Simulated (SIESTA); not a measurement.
# SIESTA run on YAlSi (Cmcm, 6 atoms in the cell): self-consistent single point

Method of the run: GGA PBEsol, numerical atomic orbitals DZP, PseudoDojo PBEsol standard norm-conserving potentials (rewritten from UPF to PSML) (SIESTA).

This input was run:

```
# files in the folder: Y.psml Al.psml Si.psml (PseudoDojo PBEsol standard)
SystemName  YAlSi
SystemLabel yalsi

NumberOfAtoms                6
NumberOfSpecies              3
%block ChemicalSpeciesLabel
  1 39 Y
  2 13 Al
  3 14 Si
%endblock ChemicalSpeciesLabel
LatticeConstant              1.0 Ang
%block LatticeVectors
     1.990125000   -5.169310000    0.000000000
     1.990125000    5.169310000    0.000000000
     0.000000000    0.000000000    5.705030000
%endblock LatticeVectors
AtomicCoordinatesFormat      Ang
%block AtomicCoordinatesAndAtomicSpecies
     1.990125000    2.013963176    1.426257500  1
     1.990125000   -2.013963176    4.278772500  1
     0.000000000    0.000000000    2.852515000  2
     0.000000000    0.000000000    0.000000000  2
     1.990125000    1.016389732    4.278772500  3
     1.990125000   -1.016389732    1.426257500  3
%endblock AtomicCoordinatesAndAtomicSpecies

XC.functional                GGA
XC.authors                   PBEsol
PAO.BasisSize                DZP
PAO.EnergyShift              0.005 Ry
MeshCutoff                   300 Ry
%block kgrid.MonkhorstPack
    6   0   0  0.0
    0   6   0  0.0
    0   0   4  0.0
%endblock kgrid.MonkhorstPack
OccupationFunction           FD
ElectronicTemperature        0.1 eV

MaxSCFIterations             150
SCF.Mixer.Method             Broyden
SCF.Mixer.Weight             0.1
SCF.Mixer.History            6
SCF.DM.Tolerance             1.0E-05
Diag.ParallelOverK           true
WriteForces                  true
```

Output (repeated stretches shortened):

```
reinit: Reading from file input.fdf

reinit: System Name: YAlSi
reinit: System Label: yalsi

coor:   Atomic-coordinates input format  =     Cartesian coordinates
coor:                                          (in Angstroms)

siesta: Atomic coordinates (Bohr) and species
siesta:      3.76079   3.80584   2.69524  1        1
siesta:      3.76079  -3.80584   8.08571  1        2
siesta:      0.00000   0.00000   5.39047  2        3
siesta:      0.00000   0.00000   0.00000  2        4
siesta:      3.76079   1.92070   8.08571  3        5
siesta:      3.76079  -1.92070   2.69524  3        6

siesta: System type = bulk

initatomlists: Number of atoms, orbitals, and projectors:      6    90   108

siesta: ******************** Simulation parameters ****************************
redata: Spin configuration                          = none
redata: Time-Reversal Symmetry                      = T
redata: Number of Atomic Species                    =        3
redata: Mesh Cutoff                                 =   300.0000 Ry
redata: Net charge of the system                    =     0.0000 |e|
redata: Min. number of SCF Iter                     =        0
redata: Max. number of SCF Iter                     =      150
redata: SCF convergence failure will abort job
redata: SCF mix quantity                            = Hamiltonian
redata: Mix DM or H after convergence               =   F
redata: Recompute H after scf cycle                 =   F
redata: Mix DM in first SCF step                    =   T
redata: No kicks to SCF
redata: DM Mixing Weight for Kicks                  =     0.5000
redata: Require Harris convergence for SCF          =   F
redata: Harris energy tolerance for SCF             =     0.000100 eV
redata: Require DM convergence for SCF              =   T
redata: DM tolerance for SCF                        =     0.000010
redata: Require EDM convergence for SCF             =   F
redata: EDM tolerance for SCF                       =     0.001000 eV
redata: Require H convergence for SCF               =   T
redata: Hamiltonian tolerance for SCF               =     0.001000 eV
redata: Require (free) Energy convergence for SCF   =   F
redata: (free) Energy tolerance for SCF             =     0.000100 eV
redata: Using DFT-D3 dispersion                     =   F
redata: Using Saved Data (generic)                  =   F
redata: Method of Calculation                       = Diagonalization
redata: Electronic Temperature                      =  1160.4518 K
redata: Number of TDED substeps                     =        3
redata: Dynamics option                             = Single-point calculation
redata: Save all siesta data in one NC              =   F
redata: ***********************************************************************

%block SCF.Mixers
  Broyden
%endblock SCF.Mixers

%block SCF.Mixer.Broyden
  # Mixing method
  method broyden

  # Mixing options
  weight 0.1000
  weight.linear 0.1000
  weight.prime 0.1000
  history 6
%endblock SCF.Mixer.Broyden

DM_history_depth set to one: no extrapolation allowed by default for geometry relaxation
Size of DM history Fstack: 1
Total number of electrons:    36.000000
Total ionic charge:    36.000000

* ProcessorY, Blocksize:    1  64

* Orbital distribution balance (max,min):    90    90

k-point displ. along   1 input, could be:     0.00    0.50
k-point displ. along   2 input, could be:     0.00    0.50
k-point displ. along   3 input, could be:     0.00    0.50
 Kpoints in:           96 . Kpoints trimmed:           89

siesta: k-grid: Number of k-points = 89
siesta: k-points from Monkhorst-Pack grid
siesta: k-cutoff (effective) =    11.410 Ang
siesta: k-point supercell and displacements
siesta: k-grid:     6     0     0      0.000
siesta: k-grid:     0     6     0      0.000
siesta: k-grid:     0     0     4      0.000

diag: Algorithm                                     = D&C
diag: Parallel over k                               =   F
diag: Use parallel 2D distribution                  =   F
diag: Parallel block-size                           = 64
diag: Parallel distribution                         =     1 x     1
diag: Used triangular part                          = Lower
diag: Absolute tolerance                            =  0.100E-15
diag: Orthogonalization factor                      =  0.100E-05
diag: Memory factor                                 =  1.0000

superc: Internal auxiliary supercell:     7 x     7 x     5  =     245
superc: Number of atoms, orbitals, and projectors:   1470  22050  26460

                        Single-point calculation

superc: Internal auxiliary supercell:     7 x     7 x     5  =     245
superc: Number of atoms, orbitals, and projectors:   1470  22050  26460

outcell: Unit cell vectors (Ang):
        1.990125   -5.169310    0.000000
        1.990125    5.169310    0.000000
        0.000000    0.000000    5.705030

outcell: Cell vector modules (Ang)   :    5.539166    5.539166    5.705030
outcell: Cell angles (23,13,12) (deg):     90.0000     90.0000    137.8877
outcell: Cell volume (Ang**3)        :    117.3818
new_DM -- step:     1
Initializing Density Matrix...

Attempting to read DM from file... Failed...
DM filled with atomic data:

InitMesh: MESH = 54 x 54 x 80 = 233280
InitMesh: Mesh cutoff (required, used) =   300.000   301.595 Ry

stepf: Fermi-Dirac step function

        iscf     Eharris(eV)        E_KS(eV)     FreeEng(eV)     dDmax    Ef(eV) dHmax(eV)
   scf:    1    -2552.875012    -2578.496913    -2578.553551  1.648600 -5.662656  2.813197
   scf:    2    -2578.966034    -2578.744630    -2578.800971  0.025026 -5.673395  2.153702
   scf:    3    -2579.156879    -2579.024847    -2579.081310  0.064463 -5.706405  0.524407
   scf:    4    -2579.063572    -2579.050743    -2579.108309  0.030603 -5.720897  0.281503
   scf:    5    -2579.053641    -2579.053091    -2579.110667  0.007455 -5.726880  0.091800
   scf:    6    -2579.056904    -2579.055380    -2579.112991  0.017616 -5.738446  0.012118
   [... 9 lines left out ...]
   scf:   16    -2579.055548    -2579.055548    -2579.113078  0.000029 -5.739362  0.000191
   scf:   17    -2579.055548    -2579.055548    -2579.113078  0.000021 -5.739356  0.000166
   scf:   18    -2579.055548    -2579.055548    -2579.113078  0.000015 -5.739351  0.000146
   scf:   19    -2579.055548    -2579.055548    -2579.113078  0.000012 -5.739346  0.000130
   scf:   20    -2579.055548    -2579.055548    -2579.113078  0.000010 -5.739342  0.000116

SCF Convergence by DM+H criterion
max |DM_out - DM_in|         :     0.0000097262
max |H_out - H_in|      (eV) :     0.0001164986
SCF cycle converged after 20 iterations

Using DM_out to compute the final energy and forces

siesta: E_KS(eV) =            -2579.0555

siesta: E_KS - E_eggbox =     -2579.0555

siesta: Atomic forces (eV/Ang):
     1   -0.000000    0.005178   -0.000000
     2    0.000000   -0.005178    0.000000
     3    0.000000   -0.000000   -0.000000
     4   -0.000000   -0.000000    0.000000
     5    0.000000    0.174963   -0.000000
     6   -0.000000   -0.174963    0.000000
   Tot   -0.000000   -0.000000   -0.000000
   Max    0.174963
   Res    0.058347    sqrt( Sum f_i^2 / 3N )
   Max    0.174963    constrained

Stress tensor Voigt[x,y,z,yz,xz,xy] (kbar):       10.21       29.87       19.84        0.00       -0.00        0.00
(Free)E + p*V (eV/cell)    -2580.5764
Target enthalpy (eV/cell)    -2579.1131

siesta: Program's energy decomposition (eV):
siesta: Ebs     =      -722.825709
siesta: Eions   =      4287.972644
siesta: Ena     =      1206.523260
siesta: Ekin    =       758.719228
siesta: Enl     =       285.825732
siesta: Eso     =         0.000000
siesta: Edftu   =         0.000000
siesta: DEna    =        32.835640
siesta: DUscf   =         0.626420
siesta: DUext   =         0.000000
siesta: Ex      =      -518.567835
siesta: Ec      =       -57.045348
siesta: Exc     =      -575.613184
siesta: Eharris =     -2579.055548
siesta: Etot    =     -2579.055548
siesta: FreeEng =     -2579.113078

siesta: Atomic forces (eV/Ang):
siesta:      1   -0.000000    0.005178   -0.000000
siesta:      2    0.000000   -0.005178    0.000000
siesta:      3    0.000000   -0.000000   -0.000000
siesta:      4   -0.000000   -0.000000    0.000000
siesta:      5    0.000000    0.174963   -0.000000
siesta:      6   -0.000000   -0.174963    0.000000
siesta: ----------------------------------------
siesta:    Tot   -0.000000   -0.000000   -0.000000

siesta: Stress tensor (static) (eV/Ang**3):
siesta:     0.006375    0.000000    0.000000
siesta:     0.000000    0.018640    0.000000
siesta:    -0.000000    0.000000    0.012383

siesta: Cell volume =        117.381826 Ang**3

siesta: Pressure (static):
siesta:                Solid            Molecule  Units
siesta:          -0.00013578         -0.00014742  Ry/Bohr**3
siesta:          -0.01246644         -0.01353566  eV/Ang**3
siesta:         -19.97344269        -21.68651821  kBar
```

The run converged in 20 iterations.

The starting cell comes from a database of computed structures (which also holds hypothetical and non-ambient phases and stackings), without a prior relaxation at this level. Values carry the incompleteness of an atom-centred basis.

Cost on one core of a shared machine: roughly 7 min.
